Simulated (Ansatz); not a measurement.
Take CdO in the rock salt structure (space group Fm-3m, No. 225; a = 4.768 Å) as the base.

(Cell as relaxed with PBE.)

Levels (all Ansatz, an electronic-structure program, PAW, earlier PAW set): PBE (420 eV, no spin-orbit coupling); PBEsol (420 eV, no spin-orbit coupling).

Each level relaxes its own structure.

```json
[
 {"base": "volume per atom", "PBE": "13.55 Å³", "PBEsol": "12.90 Å³"},
 {"base": "lattice parameter a", "PBE": "4.768 Å", "PBEsol": "4.691 Å"},
 {"base": "band gap", "PBE": "zero", "PBEsol": "zero"}
]
```

The change: an isotropic linear strain of −2.66 %, atoms relaxed at fixed cell.

| quantity | PBE | PBEsol |
|---|---|---|
| energy relative to the base (free energy F) | +38 meV/atom | +41 meV/atom |
| pressure | 12.3 GPa | 14.2 GPa |
| band gap | zero | zero |

PBE's energy relative to the base lies 3.7 meV/atom below PBEsol's; PBE's pressure lies 1.9 GPa below PBEsol's; the two agree on the band gap. Neither level is exact; PBEsol is the comparison here, not a measurement.

The mesh was chosen for an insulator and is coarse for the gapless case. No phonon test of stability was made. The final runs are not spin-polarised. The zero or small gap of CdO can change with the level of theory.
